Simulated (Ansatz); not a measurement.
A computed series for hypothetical chalcopyrite AlBN2: response to strain

The reference is AlBN$_{2}$ in the chalcopyrite structure (space group I-42d, No. 122; a = 4.0878 Å, c = 7.6177 Å; a hypothetical phase, not in the database extracts checked). Axes: x, y, z lie along a, b, c of the conventional cell.

Strains are applied to the cell and any free atomic positions relax; under stress the whole cell relaxes.

All numbers come from PBEsol (Ansatz, a program for electronic structure; PAW; 420 eV plane waves; scalar-relativistic without spin-orbit coupling).

Notes on the quantities. energy relative to the base: free energy F.

| change | electron mass | band gap | energy relative to the base | width of the top valence band | shortest interatomic distance |
|---|---|---|---|---|---|
| base | 0.42 mₑ along c, 0.35 mₑ across (at Γ) | 2.69 eV | 0 meV/atom | 1.08 eV | 160.5 pm |
| isotropic strain −5.71 % | 0.41 mₑ along c, 0.34 mₑ across (at Γ) | 2.59 eV | +0.235 eV/atom | 1.17 eV | 151.0 pm |
| isotropic strain −0.62 % | 0.42 mₑ along c, 0.35 mₑ across (at Γ) | 2.69 eV | +2.4 meV/atom | 1.09 eV | 159.4 pm |
| uniaxial stress, 5 GPa tension along z | 0.46 mₑ along z, 0.34 mₑ across (at Γ) | 2.89 eV | +2.8 meV/atom | 0.97 eV | 161.2 pm |

Effective masses come from finite differences of ±0.01 Å⁻¹. Stability under load was not tested beyond the relaxation.
